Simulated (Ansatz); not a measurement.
System: NbAs (I4₁md, No. 109, 4 atoms in the cell; start mp-2059). Method: LDA (Ansatz, a program for electronic structure, plane waves, PAW).

Numerical settings: plane-wave cutoff 520 eV, 22×22×22 k mesh, Fermi–Dirac smearing 0.05 eV, no spin polarisation, scalar-relativistic PAW data made under PBE.

Cell (relaxed at this level):

```xyz
4
Lattice="-1.7089 1.7089 5.7640 1.7089 -1.7089 5.7640 1.7089 1.7089 -5.7640" Properties=species:S:1:pos:R:3 pbc="T T T"
Nb     0.0000     0.0000     5.7554
Nb     1.7089     0.0000     2.8734
As     0.0000     0.0000    10.5799
As     0.0000     1.7089     1.9339
```

Problem. Give the computed bulk modulus.

Solution. 
bulk modulus: 184 GPa

Note: the run has no spin polarisation, so it can have missed a magnetic state; the bulk modulus is −V dP/dV from two relaxed cells at ±2 % in volume; the relaxation could not lower the start's symmetry, so the cell can be a saddle point above a distorted one.

The computed numbers hold no vibrational or temperature effects.

The result took very roughly 11 core-minutes.

A start named mp-… is a Materials Project structure, which need not be a measured phase.
